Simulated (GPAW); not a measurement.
Worked example: self-consistent single point of LaFeSi (P4/nmm, 6 atoms in the cell) in GPAW.

Method of the run: LDA (Perdew-Wang 92), GPAW PAW datasets LDA (gpaw-data 1.0.1) (plane waves; GPAW).

The change in words: lattice scaled by 0.98. Reference geometry:
```xyz
6
Lattice="4.0767 0.0000 0.0000 0.0000 4.0767 0.0000 0.0000 0.0000 7.1937" Properties=species:S:1:pos:R:3 pbc="T T T"
La     2.0383     0.0000     4.9502
La     0.0000     2.0383     2.2435
Fe     0.0000     0.0000     0.0000
Fe     2.0383     2.0383     0.0000
Si     2.0383     0.0000     1.1918
Si     0.0000     2.0383     6.0019
```
Moments meant for the start (each program seeds them in its own way; μB, in the order of the atoms La La Fe Fe Si Si): 0.0 0.0 4.0 4.0 0.0 0.0.

Reference input (self-consistent single point, DFT LDA (Perdew-Wang 92), plane waves, GPAW PAW datasets LDA (gpaw-data 1.0.1)): spinpol = true; mode = pw; ecut = 850 eV; xc = LDA; kpts = 5 5 3; mesh shift (steps) = 0 0 0; occupations.name = methfessel-paxton; occupations.width = 0.272 eV; occupations.order = 0; nbands = -12; convergence.density = 1e-05 e/electron; symmetry.symmorphic = false. This run's input differs from it in these lines:

```diff
@@ -5,5 +5,5 @@
 atoms = Atoms(['La', 'La', 'Fe', 'Fe', 'Si', 'Si'],
-              cell=[[4.076667, 0.000000, 0.000000],
-                    [0.000000, 4.076667, 0.000000],
-                    [0.000000, 0.000000, 7.193734]],
+              cell=[[3.995134, 0.000000, 0.000000],
+                    [0.000000, 3.995134, 0.000000],
+                    [0.000000, 0.000000, 7.049859]],
               scaled_positions=[[0.500000, 0.000000, 0.688130],
```

Log, with long lists cut:

```
     iter     time        total  log10-change:  magmom
                         energy   eigst   dens
iter:   1 --:--:--   -46.716389                   +8.0343
iter:   2 --:--:--   -46.969555   -0.08  -1.06    +4.7550
iter:   3 --:--:--   -47.356293   -0.20  -1.14    +1.8780
iter:   4 --:--:--   -51.222015   -0.15  -1.25    +1.4758
iter:   5 --:--:--   -49.062309   -0.82  -1.01    +1.4251
   [... 4 lines left out ...]
iter:  10 --:--:--   -46.949388   -2.18  -2.21    +0.5271
iter:  11 --:--:--   -46.966689   -2.04  -2.06    +0.1245
iter:  12 --:--:--   -46.942915   -2.21  -2.09    +0.0695
iter:  13 --:--:--   -46.944336   -2.74  -2.48    +0.0629
iter:  14 --:--:--   -46.942770c  -2.44  -2.48    +0.0567
iter:  15 --:--:--   -46.943405c  -3.00  -2.51    +0.0475
iter:  16 --:--:--   -46.946686c  -3.06  -2.47    +0.0438
iter:  17 --:--:--   -46.949416c  -3.28  -2.35    +0.0404
iter:  18 --:--:--   -46.943174c  -3.07  -2.28    +0.0131
   [... 21 lines left out ...]
iter:  40 --:--:--   -46.940907c  -6.91  -4.38    +0.0001
iter:  41 --:--:--   -46.940905c  -7.23  -4.50    +0.0001
iter:  42 --:--:--   -46.940915c  -6.47  -4.55    +0.0000
iter:  43 --:--:--   -46.940908c  -7.09  -4.62    +0.0000
iter:  44 --:--:--   -46.940908c  -7.71c -5.11c   +0.0000
Converged after 44 iterations.

Dipole moment: (-0.000000, -0.000000, 0.000000) |e|*Ang

Total magnetic moment: (0.000000, 0.000000, 0.000035)
Local magnetic moments:
   0 La ( 0.000000,  0.000000, -0.000003)
   1 La ( 0.000000,  0.000000, -0.000003)
   2 Fe ( 0.000000,  0.000000,  0.000029)
   3 Fe ( 0.000000,  0.000000,  0.000029)
   4 Si ( 0.000000,  0.000000, -0.000002)
   5 Si ( 0.000000,  0.000000, -0.000002)

Energy contributions relative to reference atoms: (reference = -546710.550929)

Kinetic:        +58.646859
Potential:      -43.916992
External:        +0.000000
XC:             -60.779761
Entropy (-ST):   -0.210963
Local:           -0.785532
SIC:             +0.000000
--------------------------
Free energy:    -47.046389
Extrapolated:   -46.940908

Spin contamination: 0.000022 electrons
Showing only first 2 kpts
   [... lines left out ...]
Fermi level: 10.29680
No gap
   [... lines left out ...]
  0 La    0.00000    0.00000   -0.09058
  1 La    0.00000    0.00000    0.09058
  2 Fe   -0.00000    0.00000    0.00000
  3 Fe   -0.00000    0.00000    0.00000
  4 Si    0.00000    0.00000   -0.65577
  5 Si    0.00000    0.00000    0.65577

Stress tensor:
    -0.001801     0.000000     0.000000
     0.000000    -0.001801     0.000000
     0.000000     0.000000     0.013801
Stress (GPa, Voigt): [-0.2885 -0.2885  2.2111  0.      0.      0.    ]
```

The run converged in 44 iterations. GPAW prints stress with tension positive. Against the reference run the free energy goes down by 27.8 meV/atom, the pressure goes from -6.92 to -0.54 GPa and the largest force goes from 0.945 to 0.656 eV/Å.

The starting cell comes from a database of computed structures (which also holds hypothetical and non-ambient phases and stackings), without a prior relaxation at this level. Its lattice was rescaled by a random factor within 2.5 % of one. For this run, on top of that: lattice scaled by 0.98. The starting moments vanished: the run ended non-magnetic, which need not be the lowest state.

Cost on one core of a shared machine: roughly 3 min.
